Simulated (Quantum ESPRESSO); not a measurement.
Quantum ESPRESSO run on Ni₅Ge₃ (P1, 16 atoms in the cell): self-consistent single point.

Level of theory: LDA (PZ), PSlibrary ultrasoft (LDA) pseudopotentials (plane waves; Quantum ESPRESSO).

```yaml
crystal:
  lattice:
    - [5.35848, -3.33698, 0.00000]
    - [5.35848, 3.33698, 0.00000]
    - [-3.23924, 0.00000, 5.41189]
  atoms:
    - { symbol: Ni, position: [0.32819, 0.82558, 0.14866] }
    - { symbol: Ni, position: [0.67645, 0.17827, 0.85679] }
    - { symbol: Ni, position: [0.17746, 0.67133, 0.34854] }
    - { symbol: Ni, position: [0.81248, 0.32253, 0.64235] }
    - { symbol: Ni, position: [0.00145, 0.49898, 0.50735] }
    - { symbol: Ni, position: [0.49721, 0.99472, 0.99439] }
    - { symbol: Ni, position: [0.26146, 0.08480, 0.59166] }
    - { symbol: Ni, position: [0.74408, 0.90120, 0.41545] }
    - { symbol: Ni, position: [0.91481, 0.74479, 0.91552] }
    - { symbol: Ni, position: [0.09200, 0.26174, 0.07726] }
    - { symbol: Ge, position: [0.10562, 0.91049, 0.76370] }
    - { symbol: Ge, position: [0.89229, 0.09841, 0.24382] }
    - { symbol: Ge, position: [0.41845, 0.27228, 0.43186] }
    - { symbol: Ge, position: [0.58393, 0.70644, 0.54610] }
    - { symbol: Ge, position: [0.71346, 0.60061, 0.05939] }
    - { symbol: Ge, position: [0.28065, 0.42784, 0.95716] }
```

Reference input (self-consistent single point, DFT, LDA (PZ), plane waves, PSlibrary ultrasoft (LDA) pseudopotentials): ecutwfc = 50 Ry; ecutrho = 300 Ry; occupations = smearing; smearing = marzari-vanderbilt; degauss = 0.0036749 Ry; potentials = {Ni: Ni.pz-n-rrkjus_psl.1.0.0.UPF, Ge: Ge.pz-n-rrkjus_psl.1.0.0.UPF}; K_POINTS = automatic 4 4 4 0 0 0; conv_thr = 1e-10 Ry; mixing_beta = 0.7. This run's input differs from it in these lines:

```diff
@@ -13,4 +13,4 @@
    ntyp = 2
-   ecutwfc = 50
-   ecutrho = 300
+   ecutwfc = 30
+   ecutrho = 180
    occupations = 'smearing'
```

Output (repeated stretches shortened):

```
     Self-consistent Calculation

     iteration #  1     ecut=    30.00 Ry     beta= 0.70

---- Real-time Memory Report at c_bands before calling an iterative solver
           232 MiB given to the printing process from OS
           205 MiB allocation reported by mallinfo(arena+hblkhd)
------------------

     total energy              =   -1071.10757240 Ry
     estimated scf accuracy    <       3.00413377 Ry

     iteration #  2     ecut=    30.00 Ry     beta= 0.70

---- Real-time Memory Report at c_bands before calling an iterative solver
           409 MiB given to the printing process from OS
   [... lines left out ...]

---- Real-time Memory Report at c_bands before calling an iterative solver
           414 MiB given to the printing process from OS
           252 MiB allocation reported by mallinfo(arena+hblkhd)
------------------

     total energy              =   -1073.25949787 Ry
     estimated scf accuracy    <          2.0E-10 Ry

     iteration # 79     ecut=    30.00 Ry     beta= 0.70

---- Real-time Memory Report at c_bands before calling an iterative solver
           414 MiB given to the printing process from OS
           252 MiB allocation reported by mallinfo(arena+hblkhd)
------------------
     End of self-consistent calculation

     the Fermi energy is    12.4066 ev

!    total energy              =   -1073.25949787 Ry
     estimated scf accuracy    <          2.6E-11 Ry
     smearing contrib. (-TS)   =       0.00011265 Ry
     internal energy E=F+TS    =   -1073.25961051 Ry

     convergence has been achieved in  79 iterations

     Forces acting on atoms (cartesian axes, Ry/au):

     atom    1 type  1   force =    -0.00977006    0.00377128    0.01245247
     atom    2 type  1   force =     0.00528450    0.01755639    0.00027527
     atom    3 type  1   force =    -0.00240790    0.00377058    0.01246367
     atom    4 type  1   force =     0.01094183   -0.00111913    0.00328750
     atom    5 type  1   force =     0.00705905   -0.01303218   -0.00856731
   [... lines left out ...]

     Total force =     0.132828     Total SCF correction =     0.000008

          total   stress  (Ry/bohr**3)                   (kbar)     P=     -119.79
  -0.00085501   0.00003425   0.00004222         -125.78        5.04        6.21
   0.00003425  -0.00081772   0.00002334            5.04     -120.29        3.43
   0.00004222   0.00002334  -0.00077032            6.21        3.43     -113.32

   JOB DONE.
```

The run converged in 79 iterations. Against the reference run the free energy goes up by 79.6 meV/atom, the pressure goes from -4.97 to -11.98 GPa and the largest force hardly changes (1.776 to 1.781 eV/Å). The full log also holds: “c_bands:  1 eigenvalues not converged”.

The starting cell comes from a database of computed structures (which also holds hypothetical and non-ambient phases and stackings), without a prior relaxation at this level. Its atoms were displaced at random from the sites of space group no. 15. Spin polarisation is off. Forces in this geometry exceed 1 eV/Å.

Cost on one core of a shared machine: roughly 30 min.
